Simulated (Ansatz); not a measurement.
## ZnS: biaxial strain −3.00 %, plane normal [001], relaxed out of plane

Take ZnS in the zinc blende structure (space group F-43m, No. 216; a = 5.2968 Å) as the base. Axes: x, y, z lie along the cube axes.

The change: compressive biaxial strain of 3.00 % in the plane normal to [001], as in epitaxy on a mismatched substrate; the out-of-plane cell vector and the atoms relax.

Method: Ansatz (a quantum-chemistry and plane-wave program), LDA, PAW, cutoff 420 eV, no spin-orbit coupling. k-mesh 11×11×11 (Γ-centred); smearing 0.05 eV (Fermi–Dirac).

The volume per atom drops by 0.471 Å³ to 18.10 Å³ and the space group changes from F-43m (No. 216) to I-4m2 (No. 119). The shortest interatomic distance falls by 0.0174 Å, from 2.294 Å to 2.276 Å and the energy rises by 11 meV/atom. The pressure (mean of the normal stresses, compression positive) increases by 2.22 GPa to 2.21 GPa and the band gap goes up by 0.01 eV, from 2.13 eV to 2.14 eV. The gap character stays direct at Γ and the electron mass remains 0.17 mₑ (at Γ). The valence-band top at Γ (three highest levels, from the VBM) becomes 0.00, 0.00, -0.29 eV (base: 0.00, 0.00, 0.00 eV) and the valley order (the lowest conduction-band minima on the path, energy above the VBM, named in the base's zone) changes from Γ 2.13 eV; X along ⟨100⟩ 3.05 eV; L along ⟨111⟩ 3.20 eV to Γ 2.14 eV; X along [010] 2.78 eV; L along [111] 3.08 eV; X along [001] 3.18 eV. The out-of-plane strain comes out as +3.58 % and the ratio −ε⊥/ε∥ amounts to 1.19. The mean in-plane stress (compression positive) is +3.3 GPa.

Final structure (turned so that z lies along the plane normal):

```
ZnS
1.0
    3.63306     0.00000     0.00000
    0.00000     3.63306     0.00000
    1.81653    -1.81653     2.74333
Zn S
1 1
Direct
  0.00000   0.00000   0.00000
  0.25000   0.25000   0.50000
```

Effective masses come from finite differences of ±0.01 Å⁻¹. Stability against distortions was not tested. k-point labels follow each cell's own Brillouin zone.
